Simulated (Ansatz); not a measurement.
Take Co in the hcp (Mg type) structure (space group P6_3/mmc, No. 194; a = 2.456 Å, c = 3.972 Å; ferromagnetic; relaxed with 0.1 eV smearing) as the base. Axes: x lies along a and z along c of the hexagonal cell.

All numbers come from PBEsol (Ansatz, an electronic-structure program, PAW, no spin-orbit coupling), earlier PAW set.

Before the change:

The shortest interatomic distance comes out as 244.0 pm and the largest site moment comes out as 1.63 μB. The pressure is 0.0 GPa.

Now apply this change: strain tensor (xx, yy, zz, yz, xz, xy) = (+0.44, −0.77, +0.53, +1.47, −0.74, −0.60) %; the atoms relax in the strained cell.

### Question
What does the calculation give for the shortest interatomic distance, energy relative to the base, largest site moment and pressure after the change?

### Answer
The shortest interatomic distance drops by 2.5 pm, from 244.0 pm to 241.5 pm; the energy rises by 5.1 meV/atom; the largest site moment remains 1.63 μB; the pressure (mean of the normal stresses, compression positive) goes from zero to -0.2 GPa.

Other magnetic orders, which the real material may have, were not ruled out. No phonon test of stability was made. The base started in P-3m1 and relaxed to P6_3/mmc at this level.
